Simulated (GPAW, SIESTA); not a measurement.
A SIESTA input for a self-consistent single point of CaAu2 (Imma, 6 atoms in the cell) (DFT, LDA PW92, numerical atomic orbitals DZP, PseudoDojo LDA standard norm-conserving potentials (rewritten from UPF to PSML)):

```
# files in the folder: Ca.psml Au.psml (PseudoDojo LDA standard)
SystemName  CaAu2
SystemLabel siesta

NumberOfAtoms                6
NumberOfSpecies              2
%block ChemicalSpeciesLabel
  1 20 Ca
  2 79 Au
%endblock ChemicalSpeciesLabel
LatticeConstant              1.0 Ang
%block LatticeVectors
    -2.254734000    3.487906000    4.087444000
     2.254734000   -3.487906000    4.087444000
     2.254734000    3.487906000   -4.087444000
%endblock LatticeVectors
AtomicCoordinatesFormat      Ang
%block AtomicCoordinatesAndAtomicSpecies
     0.000000000    1.743953000    3.741646238  1
     2.254734000    1.743953000    0.345797762  1
     2.254734000   -0.273800621    2.778644431  2
    -0.000000000    3.761706621    1.308799569  2
    -0.000000000    0.273800621    6.866088431  2
     2.254734000    3.214105379   -2.778644431  2
%endblock AtomicCoordinatesAndAtomicSpecies

XC.functional                LDA
XC.authors                   PW92
PAO.BasisSize                DZP
PAO.EnergyShift              0.005 Ry
MeshCutoff                   350 Ry
%block kgrid.MonkhorstPack
    5   0   0  0.0
    0   5   0  0.0
    0   0   5  0.0
%endblock kgrid.MonkhorstPack
OccupationFunction           MP
OccupationMPOrder            0
ElectronicTemperature        1160.45 K

MaxSCFIterations             150
SCF.Mixer.Method             Pulay
SCF.Mixer.Weight             0.25
SCF.Mixer.History            6
SCF.DM.Tolerance             1.0E-04
Diag.ParallelOverK           true
WriteForces                  true
```

Question: Write the same calculation as an input for GPAW.

Answer: This is the input that was run; spellings and numerical settings could be chosen otherwise.

```python
from ase import Atoms
from ase.units import GPa
from gpaw import GPAW

atoms = Atoms(['Ca', 'Ca', 'Au', 'Au', 'Au', 'Au'],
              cell=[[-2.254734, 3.487906, 4.087444],
                    [2.254734, -3.487906, 4.087444],
                    [2.254734, 3.487906, -4.087444]],
              scaled_positions=[[0.707700, 0.457700, 0.250000],
                                [0.292300, 0.542300, 0.750000],
                                [0.300650, 0.839900, 0.460750],
                                [0.699350, 0.160100, 0.539250],
                                [0.879150, 0.839900, 0.039250],
                                [0.120850, 0.160100, 0.960750]],
              pbc=True)

calc = GPAW(mode={'name': 'pw', 'ecut': 550},
            xc='LDA',
            kpts=(5, 5, 5),
            occupations={'name': 'methfessel-paxton', 'width': 0.1, 'order': 0},
            nbands=-14,
            convergence={'density': 1e-05},
            symmetry={'symmorphic': False, 'tolerance': 0.0005},
            maxiter=100)

atoms.calc = calc

energy = atoms.get_potential_energy()
print('Energy (eV):', round(energy, 6))
forces = atoms.get_forces()
print('Forces (eV/Ang):')
print(forces.round(5))
stress = atoms.get_stress()
print('Stress (GPa, Voigt):', (stress / GPa).round(4))
```

Basis, cutoffs, solver keys and any potentials are the target program's own. This input uses DFT LDA (Perdew-Wang 92), plane waves, GPAW PAW datasets LDA (gpaw-data 1.0.1). LDA parametrisations can differ slightly between programs.

The starting cell comes from a database of computed structures (which also holds hypothetical and non-ambient phases and stackings), without a prior relaxation at this level. Its lattice was rescaled by a random factor within 2.5 % of one.
